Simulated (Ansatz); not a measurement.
The parent structure is Si in the diamond structure (space group Fd-3m, No. 227).

```yaml
crystal:
  lattice:
    - [0.00000, 2.70105, 2.70105]
    - [2.70105, 0.00000, 2.70105]
    - [2.70105, 2.70105, 0.00000]
  atoms:
    - { symbol: Si, position: [0.00000, 0.00000, 0.00000] }
    - { symbol: Si, position: [0.25000, 0.25000, 0.25000] }
```

Cartesian axes are those of the cell as printed.

All numbers come from LDA in Ansatz (plane waves to 420 eV, PAW, no spin-orbit coupling).

Now apply this change: an isotropic linear strain of +2.50 %, atoms relaxed at fixed cell.

**Question.** Predict the stress tensor and what it implies for the stiffness.

**Answer.** Stress of the strained cell less that of the base (GPa, compression positive):
```
  -6.09    0.00    0.00
   0.00   -6.09    0.00
   0.00    0.00   -6.09
```

Then B = −ΔP/(ΔV/V₀) with ΔV/V₀ = 0.0769 gives secant stiffness values (nonlinear terms included at this strain): B ≈ 79 GPa.

As a check, the harmonic strain energy −½ V₀ Δσ:ε is 28 meV/atom; the computed energy rise is 31 meV/atom.

Whether these cells are dynamically stable was not tested.

Ansatz is a quantum-chemistry and plane-wave program.
